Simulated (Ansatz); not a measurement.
A self-consistent single point of Cu (Fm-3m, 1 atom in the cell) with Ansatz (a quantum-chemistry and plane-wave program).

Method of the run: PBE (plane waves, PAW; Ansatz).

The change in words: lattice scaled by 0.98; basis.ecutwfc: 420 eV → 335 eV. Reference geometry:
```xyz
1
Lattice="0.0000 1.8104 1.8104 1.8104 0.0000 1.8104 1.8104 1.8104 0.0000" Properties=species:S:1:pos:R:3 pbc="T T T"
Cu     0.0000     0.0000     0.0000
```

Reference input (self-consistent single point, DFT, PBE, plane waves, default PAW files): basis.ecutwfc = 420 eV; kpoints.mp_grid.grid = 16 16 16; hamiltonian.xc = pbe; hamiltonian.pseudopotentials = {kind: paw} (the program's default PAW files); scf.occupations.method = gaussian; scf.occupations.width = 0.1 eV. This run's input differs from it in these lines:

Ansatz 0.2 input:
```diff
@@ -2,5 +2,5 @@
   lattice:
-    - [0.000000, 1.810415, 1.810415]
-    - [1.810415, 0.000000, 1.810415]
-    - [1.810415, 1.810415, 0.000000]
+    - [0.000000, 1.774207, 1.774207]
+    - [1.774207, 0.000000, 1.774207]
+    - [1.774207, 1.774207, 0.000000]
   atoms:
@@ -8,3 +8,3 @@
 basis:
-  ecutwfc: 420.0
+  ecutwfc: 335.0
 kpoints:
```

The program printed (abridged):

```
SCF iter   1: F=—  HF=-6625.111340 eV  |F-HF|=—  |Δ(HF+E_count)|=         —  Δρ=2.11e-3  dr2=2.70e-4  ethr=1.77e-3  ⟨swp⟩=5.0  Hψ=9754  notcnv=0
all-band conjugate gradients solve this SCF's bands
preconditioner: auto → none
SCF iter   2: F=—  HF=-6625.110870 eV  |F-HF|=—  |Δ(HF+E_count)|=   4.71e-4  Δρ=3.22e-3  dr2=6.13e-4  ethr=1.42e-6  ⟨swp⟩=2.0  Hψ=4582  notcnv=0
SCF iter   3: F=—  HF=-6625.110840 eV  |F-HF|=—  |Δ(HF+E_count)|=   3.00e-5  Δρ=1.58e-3  dr2=1.52e-4  ethr=1.42e-6  ⟨swp⟩=2.0  Hψ=2747  notcnv=0
SCF iter   4: F=—  HF=-6625.110784 eV  |F-HF|=—  |Δ(HF+E_count)|=   5.55e-5  Δρ=6.55e-5  dr2=2.33e-7  ethr=8.02e-7  ⟨swp⟩=2.0  Hψ=2703  notcnv=0
SCF iter   5: F=—  HF=-6625.110785 eV  |F-HF|=—  |Δ(HF+E_count)|=   5.36e-7  Δρ=5.89e-6  dr2=2.08e-9  ethr=1.23e-9  ⟨swp⟩=2.7  Hψ=3307  notcnv=0
SCF iter   6: F=-6625.110785 eV  HF=-6625.110785 eV  |F-HF|=5.46e-12  |Δ(HF+E_count)|=  6.82e-10  Δρ=6.29e-7  dr2=1.16e-11  ethr=1.09e-11  ⟨swp⟩=2.7  Hψ=6290  notcnv=0
SCF 1 converged in 6 iterations: F = -6625.110785 eV  dr2 = 1.16e-11
Free energy (F): -6625.110785 eV
Internal energy: -6625.109241 eV  (E = F + TS)
E sigma→0 (E₀):  -6625.110013 eV
Entropy (-TS):   -0.001544 eV (-1.544 meV/atom)
Fermi energy:    17.968654 eV
--- Forces (eV/Å), atoms counted from 1 ---
  atom   1  Cu    -0.00000000     0.00000000     0.00000000
--- Stress (GPa, compression-positive) ---
       11.959698       0.000000       0.000000
        0.000000      11.959698      -0.000000
        0.000000       0.000000      11.959698
  P = ⅓ Tr σ = 11.9597 GPa (119.597 kbar)
  The stress holds the Pulay correction. Without it, at fixed plane waves, as pw.x and ABINIT print it: P = 4.2103 GPa
```

The run converged in 6 iterations. Against the reference run the free energy goes up by 64.2 meV/atom and the pressure goes from 1.14 to 11.96 GPa.

The starting cell has typed, rounded lattice constants, without a prior relaxation at this level. Its lattice was rescaled by up to half a per cent. For this run, on top of that: lattice scaled by 0.98. Spin polarisation is off. Ansatz's pressure includes its estimate of the finite-basis (Pulay) stress. Without the estimate this run gives 4.21 GPa. The cutoff lies below the one recommended for these files.
